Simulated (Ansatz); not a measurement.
**Hypothetical simple cubic Ru: response to strain**

Take Ru in the simple cubic structure (space group Pm-3m, No. 221; a = 2.481 Å; a hypothetical phase, not in the database extracts checked; relaxed with 0.1 eV smearing) as the base. Axes: x, y, z lie along the cube axes.

Strains are applied to the cell and any free atomic positions relax; under biaxial strain the out-of-plane vector relaxes too; under stress the whole cell relaxes.

Level of theory: Ansatz (an electronic-structure program) PBEsol, no SOC.

Notes on the quantities. energy relative to the base: free energy F.

```csv
variant,energy relative to the base,shortest interatomic distance,space group
base,0 meV/atom,2.481 Å,Pm-3m (No. 221)
"biaxial strain −0.96 %, plane normal [110], relaxed out of plane",+1.5 meV/atom,2.457 Å,Cmmm (No. 65)
"biaxial strain +4.65 %, plane normal [110], relaxed out of plane",+28 meV/atom,2.459 Å,Cmmm (No. 65)
"biaxial strain +4.29 %, plane normal [111], relaxed out of plane",+13 meV/atom,2.493 Å,R-3m (No. 166)
isotropic strain +2.83 %,+76 meV/atom,2.551 Å,Pm-3m (No. 221)
"uniaxial stress, 0.5 GPa compression along z",+0.1 meV/atom,2.476 Å,P4/mmm (No. 123)
"uniaxial stress, 2 GPa compression along z",+0.8 meV/atom,2.460 Å,P4/mmm (No. 123)
```

Beyond what the load breaks, stability against distortions was not tested. The final runs are not spin-polarised. Ru has a high density of states at the Fermi level and may be magnetic at this level.
